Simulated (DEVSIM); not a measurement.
Structure: Pd/La2O3/SiO2/n-Si capacitor, at 300 K.

| layer (left to right) | material | thickness (nm) | Nd (cm⁻³) |
|---|---|---|---|
| 1 | La2O3 | 30.0 | - |
| 2 | SiO2 | 0.830 | - |
| 3 | Si | 4100 | 2e16 |

Metal gate on the left, work function 5.2 eV. Fixed charge at the semiconductor interface 2.5e10 cm⁻² (in units of +e); no interface traps.

This is a model device: material constants are rounded textbook-type values typed into the input, and sizes, dopings and lifetimes were drawn at random. Values at 300 K.

| parameter | La2O3 | SiO2 | Si |
|---|---|---|---|
| gap (eV) | 5.8 | 9 | 1.124 |
| affinity (eV) | 1.8 | 0.9 | 4.05 |
| permittivity | 27 | 3.9 | 11.7 |
| Nc (cm⁻³) | - | - | 2.86e19 |
| Nv (cm⁻³) | - | - | 3.1e19 |

Simulated with DEVSIM: 1D Poisson equation in equilibrium, Boltzmann statistics, complete ionisation; no quantum confinement or tunnelling. Metal contacts follow the ideal Schottky-Mott rule: no Fermi-level pinning, no interface dipoles.

The La2O3 thickness was swept, all else fixed.

```
La2O3 thickness (μm)  capacitance of the dielectric stack (μF/cm²)  minimum of the low-frequency capacitance (μF/cm²)  threshold voltage (band bending 2φF) (V)
--------------------  --------------------------------------------  -------------------------------------------------  ----------------------------------------
0.012                                                         1.35                                             0.0515                                      0.16
0.017                                                         1.05                                             0.0514                                      0.15
0.021                                                        0.894                                             0.0513                                      0.13
0.025                                                        0.778                                             0.0500                                      0.12
0.03                                                         0.669                                             0.0490                                      0.10
0.036                                                        0.573                                             0.0483                                      0.09
```

From the first row to the last the capacitance of the dielectric stack goes from 1.35 to 0.573. From the first row to the last the minimum of the low-frequency capacitance goes from 0.0515 to 0.0483.
